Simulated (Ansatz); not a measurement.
The parent structure is SiC in the zinc blende structure (space group F-43m, No. 216; a = 4.380 Å).

Levels (all Ansatz, an electronic-structure program, PAW, earlier PAW set): PBE (420 eV, no SOC); PBE+SOC (420 eV, with spin-orbit coupling).

The geometry is relaxed with PBE.

| Item | Result |
|---|---|
| PBE gap character | indirect, Γ → X |
| PBE valence-band top at Γ | 0.00, 0.00, 0.00 eV |
| PBE lowest conduction level above the VBM at special points | X 1.37 eV; K 3.10 eV; U 3.10 eV; W 5.19 eV |

Predict the gap character, valence-band top at Γ, lowest conduction level above the VBM at special points and hole mass from PBE+SOC.

The gap character stays indirect, Γ → X; the valence-band top at Γ (three highest Kramers pairs, from the VBM) becomes 0.00, 0.00, -0.01 eV (PBE: 0.00, 0.00, 0.00 eV); the lowest conduction level above the VBM at special points goes from X 1.37 eV; K 3.10 eV; U 3.10 eV; W 5.19 eV to X 1.37 eV; K 3.09 eV; U 3.09 eV; W 5.18 eV; the hole mass (degenerate bands, along [100]) comes out as 0.42, 0.59 mₑ (at Γ). The threefold valence maximum splits by Δso ≈ 14 meV.

Single points use the geometry relaxed with PBE. The spin-orbit shifts are approximate. Effective masses come from finite differences of ±0.01 Å⁻¹. Whether these cells are dynamically stable was not tested.
